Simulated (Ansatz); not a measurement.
Defect calculation: N vacancy in wurtzite GaN

The numbers are results of PBE, PAW (plane waves to 420 eV; Ansatz, a first-principles code), not measurements. A supercell of 192 sites (4×2×3 repeats of a cell of 8 atoms) was used; the energies come from a 2×2×2 shifted sampling of its zone. Site at the start: the N site. Energies of charged states are corrected for periodic images (point charge plus alignment at distant sites). Dielectric constants: PBE linear response of the host. Host gap at this level: 1.71 eV. A cell of this size leaves errors of a few tenths of an eV. PBE underestimates the host's gap, which shifts levels and can delocalise carriers. Spin–orbit coupling is left out. Each state is the lowest found from its start.

Formation energies E_f are given with the Fermi level at the valence-band maximum. Chemical conditions: Ga-rich (Δμ(N) = -0.88 eV; only phases computed here count, gases as isolated molecules at 0 K); N-rich (Δμ(N) = 0.00 eV; only phases computed here count, gases as isolated molecules at 0 K). Reference phases: N: N2 molecule in a box.

Charges with a result: +3, +2, +1, 0, −1. Others weren't obtained, and one of them could lie lower, also by skipping a charge.

```csv
charge,moment (μB),largest move off a lattice site (Å),image correction with alignment (eV),"E_f, Ga-rich (eV)","E_f, N-rich (eV)"
+3†,not spin-polarised,0.49,1.06,–,–
+2†,1.0,0.29,0.44,–,–
+1,not spin-polarised,0.08,0.09,0.53,1.41
0*,quenched,0.03,–,–,–
−1*,not spin-polarised,0.04,–,–,–
```

* At this level the carrier isn't localised at the defect: at charge 0 electrons occupy the conduction band; at charge −1 electrons occupy the conduction band. Such a state is shallow or no state of the defect, and this cell gives it no level.

† Not settled in this cell, so no level is given: charge +3: level within 0.1 eV of a band edge or past it; charge +2: level within 0.1 eV of a band edge or past it.

Starting moments that weren't kept: charge 0 began with 1 μB and ended with 0.0.

Flagged in the runs: a doubtful potential alignment, a host whose relaxation on this sampling wasn't shown to rest.

All states together cost around 16 core-hours (rough).
